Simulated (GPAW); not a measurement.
# Short convergence ladders for Ti (P-3m1, 2 atoms in the cell)

```
CELL_PARAMETERS angstrom
      1.46762    -2.54200     0.00000
      1.46762     2.54200     0.00000
      0.00000     0.00000     4.65660
ATOMIC_POSITIONS crystal
  Ti 0.33333 0.66667 0.26074
  Ti 0.66667 0.33333 0.75000
```

Base method: LDA (Perdew-Wang 92), GPAW PAW datasets LDA (gpaw-data 1.0.1) (plane waves; GPAW 25.7.0).

Base settings: mode = pw; ecut = 800 eV; xc = LDA; kpts = 6 6 3; mesh shift (steps) = 0 0 0; occupations.name = fermi-dirac; occupations.width = 0.1 eV; nbands = -6; convergence.density = 1e-05 e/electron; symmetry.symmorphic = false.

The count of work is k-points × plane waves × bands × iterations; it is no time. Core times come from one kind of shared machine, to one figure; runs under 30 s give none.

**The k-point mesh**

The second cell is the first with its lattice scaled by 0.98.

Only quantities that move along the ladder and can be compared are tabulated.

```csv
kpts,free energy less the last step's (meV/atom),energy of the compressed cell less the first (meV/atom),pressure (GPa),largest difference of a force vector from the last step's (eV/Å),count of work / last
2 2 1,-382.62,-70.01,-14.19,0.132,0.018
3 3 2,-29.71,-38.14,-9.39,0.088,0.059
4 4 3,8.88,-25.35,-7.58,0.008,0.082
6 6 3,8.31,-25.98,-7.69,0.016,0.21
6 6 4,2.56,-29.41,-8.12,0.020,0.34
11 11 6,0.00,-29.15,-8.11,0.000,1.0
```

Coarsest kpts that holds the forces within 0.01 eV/Å: not settled: the last two steps still differ by 0.020 eV/Å, over half the tolerance, so the ladder does not show it.

Coarsest kpts that holds the pressure within 1 GPa of the last step, with all finer ones: 4 4 3, at 0.082 of the last step's count of work; the step before is off by 1.3 GPa.

Coarsest kpts that holds the energy of the compressed cell less the first within 2 meV/atom of the last step, with all finer ones: 6 6 4, at 0.34 of the last step's count of work; the step before is off by 3.2 meV/atom.

Two neighbours can agree and both be off: 4 4 3 and 6 6 3 differ by 0.56 meV/atom in the free energy, yet lie about 8.3 meV/atom from the last step.

**The k-point mesh at a smearing width of 0.05 eV**

In this ladder: occupations.width = 0.05 eV.

The second cell is the first with its lattice scaled by 0.98.

Only quantities that move along the ladder and can be compared are tabulated.

| kpts | free energy less the last step's (meV/atom) | energy of the compressed cell less the first (meV/atom) | pressure (GPa) | largest difference of a force vector from the last step's (eV/Å) | count of work / last | core time / last (rough) |
|---|---|---|---|---|---|---|
| 5 5 3 | -1.89 | -30.50 | -8.34 | 0.027 | 0.031 | – |
| 7 7 4 | -0.93 | -29.55 | -8.18 | 0.008 | 0.070 | 0.10 |
| 10 10 5 | 0.24 | -30.47 | -8.31 | 0.001 | 0.17 | 0.2 |
| 12 12 7 | 0.35 | -29.77 | -8.22 | 0.002 | 0.46 | 0.6 |
| 17 17 10 | 0.00 | -30.11 | -8.26 | 0.000 | 1.0 | 1 |

Coarsest kpts that holds the pressure within 0.05 GPa: not settled: the last two steps still differ by 0.04 GPa, over half the tolerance, so the ladder does not show it.

Coarsest kpts that holds the energy of the compressed cell less the first within 0.5 meV/atom: not settled: the last two steps still differ by 0.34 meV/atom, over half the tolerance, so the ladder does not show it.

Coarsest kpts that holds the forces within 0.005 eV/Å of the last step, with all finer ones: 10 10 5, at 0.17 of the last step's count of work and about 0.2 of the last step's time; the step before is off by 0.008 eV/Å.

The energy difference between the two cells stays within 1 meV/atom of the last step's from 5 5 3 on, the total only from 7 7 4 on: much of the error is common to both cells and cancels.

**The SCF threshold**

Moved along: convergence.energy, convergence.eigenstates.

The mesh stays at the base's, so the ladder's end is converged at best in this setting alone.

Only quantities that move along the ladder and can be compared are tabulated.

| convergence.density | pressure (GPa) |
|---|---|
| 0.003 e/electron | -7.62 |
| 0.0003 e/electron | -7.68 |
| 3e-05 e/electron | -7.68 |
| 1e-05 e/electron | -7.69 |
| 3e-06 e/electron | -7.68 |

Coarsest convergence.density that holds the pressure within 0.05 GPa of the last step, with all finer ones: 0.0003 e/electron; the step before is off by 0.07 GPa.

On the base run: the starting cell has typed, rounded lattice constants, without a prior relaxation at this level. Its lattice was rescaled by up to half a per cent. One atom was moved a little off its site on purpose. Spin polarisation is off. In the base run, with a pressure of about -8 GPa the cell is away from its equilibrium volume at this level. Without a gap this mesh is coarse (it stands for a supercell whose shortest vector is 14 Å).

Left out of this page: 1 run of the series failed or unconverged.
